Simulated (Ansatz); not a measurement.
Consider this model of amorphous Si$_{24}$O$_{48}$H$_{2}$.

```xyz
74
Lattice="10.0578 -0.0369 -0.1351 -0.0369 9.8500 0.0632 -0.1351 0.0632 11.0897" Properties=species:S:1:pos:R:3 pbc="T T T"
Si     3.7361     8.2340     4.1431
Si     2.8797     0.2830     6.5001
Si     5.5708     9.8252     7.5697
Si     1.8269     5.8382     1.9902
Si     5.9872     9.1359     1.4949
Si     2.0764     9.6414     9.5007
Si     1.4777     3.9816     9.3996
Si     8.7842     7.2952     6.0149
Si     9.7875     5.5489    -0.0172
Si     3.0828     5.0590     6.8888
Si     8.7130     3.1884     1.7787
Si     7.2655     0.1838     9.8139
Si     3.2694     2.1395    11.0064
Si     5.8982     2.1370     1.6824
Si     8.4282     0.4119     6.1244
Si     2.1786     2.9445     5.2049
Si     8.0369     7.1412     8.9137
Si     3.6685     7.4609     0.0497
Si     1.0992     5.6853     5.0026
Si     1.6547     2.6782     2.2499
Si     5.0749     6.8021     8.5246
Si     6.6349     4.2811     3.5580
Si     6.0906     6.2662     4.7717
Si     9.6737     1.3855     8.8838
O      3.1940     0.9073     9.9479
O      0.4364     6.3947     1.3457
O      7.2416     7.0858     5.5452
O      2.4082     1.7203     1.1722
O      7.8569     8.7489     9.0727
O      8.9560     6.8648     7.5906
O      8.4128     1.4099     4.8362
O      8.9753     4.2839     0.6040
O      0.3598     2.8496     9.1190
O      4.9284     2.3959     0.3964
O      4.3273     6.7055     9.9713
O      8.1827     3.8959     3.1800
O      6.6227     6.3665     8.7177
O      9.7252     6.3567     5.0810
O      9.1612     8.8633     5.8150
O      2.3667     2.3858     3.6864
O      5.5872     0.6453     2.2346
O      9.2360     1.1365     7.3420
O      4.6754     8.4790     0.7949
O      5.9773     0.6680     8.9380
O      8.3518     1.3925     9.8277
O      5.0368     8.2958     7.8643
O      6.2655     4.6272     5.1391
O      2.3053     8.2978    10.3876
O      3.0970     6.4675     1.2075
O      7.4732     2.2714     1.2651
O      0.5811     0.2711     9.6502
O      6.9875     9.5455     0.2788
O      6.3655     5.8765     3.1429
O      0.9165     4.0335     5.1088
O      6.8145     8.2585     2.5550
O      2.9266     9.0522     5.3474
O      4.3934     0.8107     6.8206
O      0.7533     5.2111    10.1578
O      1.7777     6.1671     3.5872
O      4.4165     5.7047     7.5191
O      5.6016     3.2431     2.8564
O      1.9681     1.6070     6.1246
O      2.1745     6.1838     6.1207
O      2.7409     3.4830    10.2786
O      0.0342     2.4091     2.2428
O      8.6547     6.6026    10.3002
O      2.0795     4.4610     7.9977
O      4.6997     7.0773     4.9478
O      3.4153     3.8420     5.8208
O      6.8829     0.0365     6.5032
O      2.2450     9.4028     7.8945
O      1.9140     4.2257     1.8312
H      6.7984     7.2748     2.4829
H      8.9146     2.2359     4.9089
```

The numbers are results of PBE, scalar-relativistic without spin-orbit coupling (plane waves to 420 eV, PAW; Ansatz, a first-principles code), not measurements. The usual formal charges leave 2 electrons over, so the level spacing at the Fermi energy parts defect or band states and needn't be the band gap.

A CHGNet melt-quench gave the starting glass, which DFT then relaxed. O atoms were pushed apart under 1.9 Å during the dynamics, to hinder bonds among them. The hot cell started wider than the set density and was brought back towards it in steps. It is the lowest in DFT energy of 2 quenches. It is a model cell: composition and starting density were chosen by hand, and all elements were melted together. No dispersion term was used. Its density started from a set value of 2.18 and ended at 2.18 g/cm³. The simulated quench (nominally 530 K/ps over its main leg) is rapid and tends to freeze in more defects than a deposited or slowly cooled glass has. A cell of this size samples the disorder only roughly. The volume was held where the preparation left it and the shape relaxed, at a PBE pressure of 1.6 GPa. Stress components on the final sampling reach 1.6 GPa.

Neighbours within Si-Si 2.60 Å, Si-O 1.90 Å, Si-H 1.70 Å, O-O 1.58 Å, O-H 1.16 Å, H-H 0.90 Å count as bonded. Two cations that share two anions don't count as bonded, nor two that share one unless they lie closer than Si-Si 2.38 Å.

Problem. Give the coordination numbers, mean bond lengths and angles.

Solution. 
Mean coordination of Si by anions: 3.92 (1 with 2, 23 with 4)
Mean coordination of O: 2.00 (48 with 2)
Mean coordination of H: 1.00 (2 with 1)
Mean Si-O bond: 1.632 Å (spread 0.018 Å, 94 counted)
Mean O-H bond: 0.978 Å (spread 0.009 Å, 2 counted)
Bond angle at Si: mean 109.4°, spread 4.0°
Bond angle at O: mean 137.4°, spread 16.0°

Problem. Which atoms depart from the most common coordination of their element?

Solution. Si1 has 2 (O56 1.67 Å, O68 1.71 Å).

Problem. List the pairs of like atoms that count as bonded by the rules above.

Solution. There are none by these rules.
